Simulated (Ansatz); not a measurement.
Base system: BN in the zinc blende structure (space group F-43m, No. 216; a = 3.610 Å). Axes: x, y, z lie along the cube axes.

Computed with r2SCAN (Ansatz, a first-principles code, PAW, spin-orbit coupling left out).

Modification: uniaxial strain ε_zz = +3.00 %, all other strain components held at zero, atoms relaxed at fixed cell.

Predict the stress tensor and what it implies for the stiffness.

Stress of the strained cell less that of the base (GPa, compression positive):
```
  -4.51    0.00    0.00
   0.00   -4.51    0.00
   0.00    0.00  -23.89
```

Then −Δσ_ii/ε with ε = 0.0300 gives secant stiffness values (nonlinear terms included at this strain): C33 ≈ 796 GPa, C13 ≈ 150 GPa and C23 ≈ 150 GPa.

As a check, the harmonic strain energy −½ V₀ Δσ:ε is 13 meV/atom; the computed energy rise is 13 meV/atom.

Stability against distortions was not tested.
